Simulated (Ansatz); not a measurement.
```xyz
2
Lattice="4.8838 0.0000 0.0000 0.0000 4.8838 0.0000 2.4419 -2.4419 3.4747" Properties=species:S:1:pos:R:3 pbc="T T T"
Ba     0.0000     0.0000     0.0000
Te     4.8838     0.0000     3.4747
```

No spin polarisation.

Level of theory: PBEsol in Ansatz (plane waves to 420 eV, PAW, without spin-orbit coupling). k-mesh 8×8×8 (Γ-centred); smearing 0.05 eV (Fermi–Dirac).

Predict the electron mass.

1.3 mₑ along k, 0.26 mₑ across (at X).

Estimate the pressure (mean of the normal stresses, compression positive).

2.9 kbar.

Predict the smallest direct gap.

1.79 eV.

Spin-orbit coupling, missing from the scalar runs, can matter with Te. The cells carry an imposed strain or load. Masses are band curvatures over ±0.01 Å⁻¹ around the edge. Along k means along the line from Γ to the band edge. Stability against distortions was not tested. The cell was made from BaTe in the rock salt structure (space group Fm-3m, No. 225) by this change: biaxial strain −0.50 %, plane normal [001], relaxed out of plane.

Ansatz is a program for electronic structure.
